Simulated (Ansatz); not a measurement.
An ideal cubic perovskite cell is held by its symmetry; such compounds can tilt or shift off centre at room temperature.

 Where the default PAW files enter, the runs use the earlier of Ansatz's two default sets.

Tunnelling through a barrier is set by its complex band structure: the current falls as exp(−2κd) with the smallest κ.

Input:

```yaml
crystal:
  lattice:
    - [8.01615, 0.00000, 0.00000]
    - [-4.00807, 6.94219, 0.00000]
    - [4.00807, 2.31406, 3.27258]
  atoms:
    - { symbol: Cs, position: [0.00000, 0.00000, 0.00000] }
    - { symbol: Pb, position: [0.00000, 0.50000, 0.50000] }
    - { symbol: Cl, position: [0.50000, 0.50000, 0.00000] }
    - { symbol: Cl, position: [0.50000, 0.00000, 0.00000] }
    - { symbol: Cl, position: [0.00000, 0.50000, 0.00000] }
```

Space group of this cell: Pm-3m, cubic perovskite. The cell was relaxed by PBE-D3(BJ).

Transport runs along the normal of the first two printed cell vectors, the (111) plane of the conventional cell.

No gap correction and no spin-orbit coupling; mid-gap values are interpolated between computed energies.

Compute, with Ansatz (a program for electronic structure) with r2SCAN, the band gap and the smallest decay constant κ at mid-gap.

Gap 2.46 eV on a 10×10×10 mesh; κ = 0.185 1/Å, at the zone centre.
